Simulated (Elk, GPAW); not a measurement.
A GPAW input for a self-consistent single point of YbSi₂Pt₂ (I4/mmm, 5 atoms in the cell) (DFT LDA (Perdew-Wang 92), plane waves, GPAW PAW datasets LDA (gpaw-data 1.0.1)):

```python
from ase import Atoms
from ase.units import GPa
from gpaw import GPAW

atoms = Atoms(['Yb', 'Si', 'Si', 'Pt', 'Pt'],
              cell=[[-2.115655, 2.115655, 4.904130],
                    [2.115655, -2.115655, 4.904130],
                    [2.115655, 2.115655, -4.904130]],
              scaled_positions=[[0.000000, 0.000000, 0.000000],
                                [0.621780, 0.621780, 0.000000],
                                [0.378220, 0.378220, 0.000000],
                                [0.750000, 0.250000, 0.500000],
                                [0.250000, 0.750000, 0.500000]],
              pbc=True)

calc = GPAW(mode={'name': 'pw', 'ecut': 800},
            xc='LDA',
            kpts={'size': (8, 8, 8), 'gamma': True},
            occupations={'name': 'fermi-dirac', 'width': 0.1},
            nbands=-9,
            symmetry={'symmorphic': False, 'tolerance': 0.0005},
            maxiter=100,
            txt='-')

atoms.calc = calc

energy = atoms.get_potential_energy()
print('Energy (eV):', round(energy, 6))
forces = atoms.get_forces()
print('Forces (eV/Ang):')
print(forces.round(5))
stress = atoms.get_stress()
print('Stress (GPa, Voigt):', (stress / GPa).round(4))
```

Write the same calculation as an input for Elk.

This is the input that was run; spellings and numerical settings could be chosen otherwise.

```
tasks
  0

rgkmax
  8.0

gmaxvr
  16.0

nxlo
  2

lorbcnd
  .true.

lmaxi
  2

swidth
  0.00367493

maxscl
  100

scale
  1.889726125

avec
   -2.1156550000    2.1156550000    4.9041300000
    2.1156550000   -2.1156550000    4.9041300000
    2.1156550000    2.1156550000   -4.9041300000

atoms
  3
  'Yb.in'
  1
  0.0000000000  0.0000000000  0.0000000000    0.0 0.0 0.0
  'Si.in'
  2
  0.6217800000  0.6217800000  0.0000000000    0.0 0.0 0.0
  0.3782200000  0.3782200000  0.0000000000    0.0 0.0 0.0
  'Pt.in'
  2
  0.7500000000  0.2500000000  0.5000000000    0.0 0.0 0.0
  0.2500000000  0.7500000000  0.5000000000    0.0 0.0 0.0

ngridk
  8 8 8
```

Basis, cutoffs, solver keys and any potentials are the target program's own. This input uses DFT, LDA (PW92), all-electron FP-LAPW, Elk's shipped species files, APW+lo basis with extra local orbitals. LDA parametrisations can differ slightly between programs.

The starting cell comes from a database of computed structures (which also holds hypothetical and non-ambient phases and stackings), without a prior relaxation at this level.
